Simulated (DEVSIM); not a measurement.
Structure: Schottky contact on n-type β-Ga2O3, at 300 K.

```csv
layer (left to right),material,thickness (μm),Nd (cm⁻³),τn (s),τp (s)
1,β-Ga2O3,8.00,1.1e16,6.2e-9,6.2e-9
```

Left contact: Schottky, work function 5.69 eV, emission velocity 3.6e6 cm/s. Right contact: ohmic. Voltage is applied to the left contact. Recombination: SRH at mid-gap, Auger. Mobility is μmin + (μ − μmin)/(1 + (N/Nref)^α).

Constants are typed, rounded textbook-type inputs, not results; the design itself was drawn at random and stands for no fabricated device. Values at 300 K.

```
parameter      β-Ga2O3
-------------  -------
gap (eV)           4.8
affinity (eV)        4
permittivity        10
Nc (cm⁻³)       3.7e18
Nv (cm⁻³)         5e20
μn (cm²/Vs)        160
μp (cm²/Vs)          1
μn,min              20
μp,min             0.1
Nref,n            1e18
Nref,p            1e18
αn                 0.8
αp                 0.8
Cn (cm⁶/s)       1e-31
Cp (cm⁶/s)       1e-31
```

DEVSIM, 1D drift-diffusion, Boltzmann statistics, complete ionisation; no tunnelling, impact ionisation, image-force lowering or self-heating. Metal contacts follow the ideal Schottky-Mott rule: no Fermi-level pinning, no interface dipoles.

Problem. Tabulate band edges, carrier densities and field at zero bias.

Solution. Energies count from the Fermi level of the right contact; mesh points crowd at the junctions.

| x (μm) | Ec (eV) | Ev (eV) | n (cm⁻³) | p (cm⁻³) | field (V/cm) |
|---|---|---|---|---|---|
| 0.000 | 1.690 | -3.110 | < 1e2 | < 1e2 | -78000 |
| 0.01358 | 1.586 | -3.214 | < 1e2 | < 1e2 | -75000 |
| 0.03481 | 1.432 | -3.368 | < 1e2 | < 1e2 | -71000 |
| 0.06798 | 1.208 | -3.592 | < 1e2 | < 1e2 | -64000 |
| 0.1452 | 0.773 | -4.027 | 390000 | < 1e2 | -49000 |
| 0.2404 | 0.399 | -4.401 | 7.4e11 | < 1e2 | -30000 |
| 0.3892 | 0.166 | -4.634 | 6.0e15 | < 1e2 | -4000 |
| 0.7356 | 0.150 | -4.650 | 1.1e16 | < 1e2 | ≈ 0 |
| 1.163 | 0.150 | -4.650 | 1.1e16 | < 1e2 | ≈ 0 |
| 1.831 | 0.150 | -4.650 | 1.1e16 | < 1e2 | ≈ 0 |
| 2.874 | 0.150 | -4.650 | 1.1e16 | < 1e2 | ≈ 0 |
| 4.870 | 0.150 | -4.650 | 1.1e16 | < 1e2 | ≈ 0 |
| 6.005 | 0.150 | -4.650 | 1.1e16 | < 1e2 | ≈ 0 |
| 6.732 | 0.150 | -4.650 | 1.1e16 | < 1e2 | ≈ 0 |
| 7.292 | 0.150 | -4.650 | 1.1e16 | < 1e2 | ≈ 0 |
| 7.556 | 0.150 | -4.650 | 1.1e16 | < 1e2 | ≈ 0 |
| 7.724 | 0.150 | -4.650 | 1.1e16 | < 1e2 | ≈ 0 |
| 7.832 | 0.150 | -4.650 | 1.1e16 | < 1e2 | ≈ 0 |
| 7.920 | 0.150 | -4.650 | 1.1e16 | < 1e2 | ≈ 0 |
| 7.957 | 0.150 | -4.650 | 1.1e16 | < 1e2 | ≈ 0 |
| 7.981 | 0.150 | -4.650 | 1.1e16 | < 1e2 | ≈ 0 |
| 8.000 | 0.150 | -4.650 | 1.1e16 | < 1e2 | ≈ 0 |
